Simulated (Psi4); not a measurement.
Psi4 1.11, BP86/def2-svp: Zr(OEt)(Me)3 (CC[O][Zr]([CH3])([CH3])[CH3]), 21 atoms. The geometry is a generated start, not checked to be a minimum at this level.

```json
{
  "task": "energy",
  "method": "bp86",
  "basis": "def2-svp",
  "memory": "3 GB",
  "maxiter": "100",
  "keys_of_the_molecule_block": "symmetry c1",
  "scf_type": "df (default)",
  "guess": "auto, which took SAD (default)",
  "scf_initial_accelerator": "adiis (default)",
  "e_convergence": "1e-06 (default)",
  "d_convergence": "1e-06 (default)",
  "dft_radial_points": "75 (default)",
  "dft_spherical_points": "302 (default)",
  "effective_core_potentials": "those of the basis set, past Kr",
  "basis_functions": "185",
  "grid_points": "447887"
}
```

```xyz
21

Zr    -0.3523     0.4759     0.6476
O     -0.3801    -0.5285    -0.9571
C      0.7871    -1.0701    -1.4892
C      0.4932    -1.8373    -2.7816
H      1.5118    -0.2584    -1.7214
H      1.2492    -1.7685    -0.7551
H      0.0526    -1.1621    -3.5118
H      1.4076    -2.2617    -3.1888
H     -0.2164    -2.6364    -2.5774
C      1.7366     0.8443     1.3900
H      1.9370     0.3013     2.3326
H      1.9313     1.9135     1.5926
H      2.5031     0.5151     0.6661
C     -1.3857     2.4165     0.2143
H     -2.0894     2.7055     1.0149
H     -1.9700     2.3313    -0.7201
H     -0.6777     3.2537     0.0806
C     -1.4759    -0.6514     2.2289
H     -1.5947    -1.7148     1.9491
H     -2.4914    -0.2386     2.3723
H     -0.9758    -0.6292     3.2136
```

Charge 0 and multiplicity 1 are set for this test and not shown to be the ground state.

One run each on 2 threads. Values of diis_max_vecs tried: 3, 6, 10 (default), 20.

### Question
Predict the course of the SCF iterations along this series.

### Answer
Fewest SCF iterations, within one of each other: 6 with 12, 10 (default) with 11, 20 with 11. The count rises to 40 at 3. All converge to one solution.

```
diis_max_vecs  SCF iterations            end
-------------  --------------  -------------
3                          40  same solution
6                          12  same solution
10 (default)               11  same solution
20                         11  same solution
```
